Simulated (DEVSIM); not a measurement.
System: illuminated Si n-on-p cell, one wavelength, at 300 K.

```
layer (left to right)  material  thickness (μm)  Nd (cm⁻³)  Na (cm⁻³)  τn (s)  τp (s)  absorption coefficient (cm⁻¹)
---------------------  --------  --------------  ---------  ---------  ------  ------  -----------------------------
1                            Si           0.790     9.1e17          -  2.3e-5  1.1e-5                            430
2                            Si            65.0          -       2e15    4e-5    4e-5                            430
```

Left contact: ohmic, minority hole recombination velocity 5000 cm/s. Right contact: ohmic, minority electron recombination velocity 2e6 cm/s. Voltage is applied to the left contact. Recombination: SRH at mid-gap, radiative, Auger. Gap narrowing is on: ΔEg = 6.92 meV × (l + √(l² + 0.5)), l = ln(N/1.3e17 cm⁻³), shared equally by both band edges. Light enters at the left, 1.4e18 photons cm⁻² s⁻¹, one pass, no reflection. Mobility is μmin + (μ − μmin)/(1 + (N/Nref)^α).

Constants are typed, rounded textbook-type inputs, not results; the design itself was drawn at random and stands for no fabricated device. Values at 300 K.

| parameter | Si |
|---|---|
| gap (eV) | 1.124 |
| affinity (eV) | 4.05 |
| permittivity | 11.7 |
| Nc (cm⁻³) | 2.86e19 |
| Nv (cm⁻³) | 3.1e19 |
| μn (cm²/Vs) | 1417 |
| μp (cm²/Vs) | 470 |
| μn,min | 52 |
| μp,min | 45 |
| Nref,n | 9.7e16 |
| Nref,p | 2.2e17 |
| αn | 0.68 |
| αp | 0.72 |
| B (cm³/s) | 4.7e-15 |
| Cn (cm⁶/s) | 2.8e-31 |
| Cp (cm⁶/s) | 9.9e-32 |

DEVSIM, 1D drift-diffusion, Boltzmann statistics, complete ionisation; no tunnelling, impact ionisation, image-force lowering or self-heating.

Task: Tabulate band edges, carrier densities and field at -0.9 V on the left contact, in the dark.

Result: Energies count from the Fermi level of the right contact; mesh points crowd at the junctions.

| x (μm) | Ec (eV) | Ev (eV) | n (cm⁻³) | p (cm⁻³) | field (V/cm) |
|---|---|---|---|---|---|
| 0.000 | 0.989 | -0.107 | 9.1e17 | 2.8e16 | -1600 |
| 0.03386 | 0.988 | -0.108 | 9.4e17 | 2.8e16 | ≈ 0 |
| 0.1125 | 0.988 | -0.108 | 9.4e17 | 2.8e16 | ≈ 0 |
| 0.2830 | 0.988 | -0.108 | 9.4e17 | 2.8e16 | ≈ 0 |
| 0.6274 | 0.988 | -0.108 | 9.4e17 | 2.9e16 | ≈ 0 |
| 0.7314 | 0.988 | -0.108 | 9.4e17 | 3.0e16 | ≈ 0 |
| 0.7793 | 0.989 | -0.107 | 8.9e17 | 3.1e16 | 3100 |
| 0.8181 | 1.045 | -0.079 | 1.0e17 | 9.5e16 | 1500 |
| 0.8939 | 1.046 | -0.077 | 9.8e16 | 1.0e17 | ≈ 0 |
| 1.080 | 1.046 | -0.077 | 9.7e16 | 9.9e16 | ≈ 0 |
| 1.536 | 1.046 | -0.078 | 9.7e16 | 9.9e16 | ≈ 0 |
| 3.279 | 1.045 | -0.079 | 9.4e16 | 9.6e16 | ≈ 0 |
| 6.930 | 1.042 | -0.082 | 8.9e16 | 9.1e16 | ≈ 0 |
| 15.89 | 1.035 | -0.089 | 7.6e16 | 7.8e16 | ≈ 0 |
| 44.18 | 0.999 | -0.125 | 3.5e16 | 3.7e16 | -19 |
| 56.63 | 0.966 | -0.158 | 1.7e16 | 1.9e16 | -39 |
| 62.07 | 0.937 | -0.187 | 7.8e15 | 9.8e15 | -77 |
| 64.29 | 0.914 | -0.209 | 3.9e15 | 5.9e15 | -140 |
| 65.35 | 0.895 | -0.229 | 1.7e15 | 3.7e15 | -260 |
| 65.62 | 0.886 | -0.238 | 1.0e15 | 2.9e15 | -430 |
| 65.74 | 0.879 | -0.244 | 7.6e14 | 2.4e15 | -790 |
| 65.79 | 0.874 | -0.249 | 6.9e14 | 2.0e15 | -1200 |
